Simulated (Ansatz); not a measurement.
Start from SrTiO$_{3}$ in the cubic perovskite structure (space group Pm-3m, No. 221; a = 3.8911 Å). Axes: x, y, z lie along the cube axes.

Method: plane-wave PAW DFT at the PBEsol level (Ansatz, a quantum-chemistry and plane-wave program, 420 eV), no spin-orbit coupling.

Before the change:

```
Property      Value
--------  ---------
Band gap    1.85 eV
Pressure  -0.1 kbar
```

One thing is altered: uniaxial strain ε_zz = +1.80 %, all other strain components held at zero; the atoms relax in the strained cell.

Task: Estimate the effect on the band gap and pressure.

Result: The band gap falls by 0.07 eV to 1.78 eV; the pressure (mean of the normal stresses, compression positive) falls by 31.0 kbar, from -0.1 kbar to -31.1 kbar.

Whether these cells are dynamically stable was not tested. The final runs are not spin-polarised. Many cubic perovskites are stable only at high temperature; tilts and polar distortions were not tested.
